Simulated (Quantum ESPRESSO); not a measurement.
Habitual settings against a tight run: LiZrO2 (I4_1/amd, 8 atoms in the cell)

Self-consistent single point.

```yaml
crystal:
  lattice:
    - [-2.15209, 2.15209, 4.42330]
    - [2.15209, -2.15209, 4.42330]
    - [2.15209, 2.15209, -4.42330]
  atoms:
    - { symbol: Li, position: [0.50000, 0.50000, 0.00000] }
    - { symbol: Li, position: [0.25000, 0.75000, 0.50000] }
    - { symbol: Zr, position: [0.00000, 0.00000, 0.00000] }
    - { symbol: Zr, position: [0.75000, 0.25000, 0.50000] }
    - { symbol: O, position: [0.25600, 0.25600, 0.00000] }
    - { symbol: O, position: [0.00600, 0.50600, 0.50000] }
    - { symbol: O, position: [0.49400, 0.99400, 0.50000] }
    - { symbol: O, position: [0.74400, 0.74400, 0.00000] }
```

Method of the run: PBEsol, GBRV 1.5 ultrasoft (PBESOL) pseudopotentials (plane waves; Quantum ESPRESSO).

Base settings: ecutwfc = 40 Ry; ecutrho = 320 Ry; occupations = smearing; smearing = fermi-dirac; degauss = 0.0073499 Ry; potentials = {Li: li_pbesol_v1.4.uspp.F.UPF, Zr: zr_pbesol_v1.uspp.F.UPF, O: o_pbesol_v1.2.uspp.F.UPF}; K_POINTS = automatic 7 7 7 0 0 0; conv_thr = 1e-11 Ry; mixing_beta = 0.7.

Tight run (finer mesh or higher cutoff; not a proven limit): ecutwfc: 40 Ry → 56 Ry; ecutrho: 320 Ry → 448 Ry; conv_thr: 1e-11 Ry → 7.3e-11 Ry; K_POINTS: automatic 7 7 7 0 0 0 → automatic 10 10 10 0 0 0. It gave Fermi level (on the code's own zero) 13.20 eV; pressure -2.21 GPa; largest force (vector length) 0.095 eV/Å.

Quick runs, as changes from the base:
- A: the base itself
- B: ecutwfc: 40 Ry → 32 Ry; ecutrho: 320 Ry → 256 Ry; degauss: 0.0073499 Ry → 0.036749 Ry; K_POINTS: automatic 7 7 7 0 0 0 → automatic 2 2 2 0 0 0
- C: ecutwfc: 40 Ry → 20 Ry; ecutrho: 320 Ry → 160 Ry; smearing: fermi-dirac → marzari-vanderbilt; degauss: 0.0073499 Ry → 0.019992 Ry; conv_thr: 1e-11 Ry → 7.3e-06 Ry; K_POINTS: automatic 7 7 7 0 0 0 → automatic 4 4 4 1 1 1
- D: ecutwfc: 40 Ry → 24 Ry; ecutrho: 320 Ry → 192 Ry; conv_thr: 1e-11 Ry → 7.3e-05 Ry; pseudopotentials: {Li: li_pbesol_v1.4.uspp.F.UPF, Zr: zr_pbesol_v1.uspp.F.UPF, O: o_pbesol_v1.2.uspp.F.UPF} → {Li: li_lda_v1.4.uspp.F.UPF, Zr: zr_lda_v1.uspp.F.UPF, O: o_lda_v1.2.uspp.F.UPF}; K_POINTS: automatic 7 7 7 0 0 0 → automatic 6 6 6 1 1 1 [LDA (PZ)]
- E: ecutwfc: 40 Ry → 28 Ry; ecutrho: 320 Ry → 224 Ry; conv_thr: 1e-11 Ry → 7.3e-05 Ry; pseudopotentials: {Li: li_pbesol_v1.4.uspp.F.UPF, Zr: zr_pbesol_v1.uspp.F.UPF, O: o_pbesol_v1.2.uspp.F.UPF} → {Li: li_lda_v1.4.uspp.F.UPF, Zr: zr_lda_v1.uspp.F.UPF, O: o_lda_v1.2.uspp.F.UPF}; K_POINTS: automatic 7 7 7 0 0 0 → automatic 8 8 8 0 0 0 [LDA (PZ)]
- F: ecutwfc: 40 Ry → 20 Ry; ecutrho: 320 Ry → 160 Ry; K_POINTS: automatic 7 7 7 0 0 0 → automatic 2 2 2 0 0 0

Energies are extrapolated to zero smearing width, which holds to low order in the width alone (under cold and Methfessel-Paxton smearing the free energy itself is taken).

Dashes: time of B, C, D, F, under 30 s; pressure of C, D, E, not trusted under this conv_thr with d or f elements; energy of D, E, another energy zero.

† marks runs with another functional, U, potentials or spin treatment: their distance from the tight run is not a convergence error alone.

The count of work is k-points × plane waves × bands × iterations; it is no time. Core times come from one kind of shared machine and are given to one figure; runs under 30 s give none.

The starting cell comes from a database of computed structures (which also holds hypothetical and non-ambient phases and stackings), without a prior relaxation at this level. Its lattice was rescaled by a random factor within 2.5 % of one.

| run | energy less tight (meV/atom) | pressure less tight (GPa) | largest miss in a force vector (eV/Å) | count of work / tight | core time / tight (rough) |
|---|---|---|---|---|---|
| A | 4.6 | 0.12 | 0.011 | 0.25 | 0.3 |
| B | 19.1 | -2.76 | 0.139 | 0.018 | – |
| C | 1741.5 | – | 0.060 | 0.013 | – |
| D† | – | – | 0.079 | 0.039 | – |
| E† | – | – | 0.054 | 0.10 | 0.1 |
| F | 1716.2 | -101.58 | 0.115 | 0.0076 | – |

Among the runs at the tight run's level, the energy misses run from 4.6 to 1741.5 meV/atom.
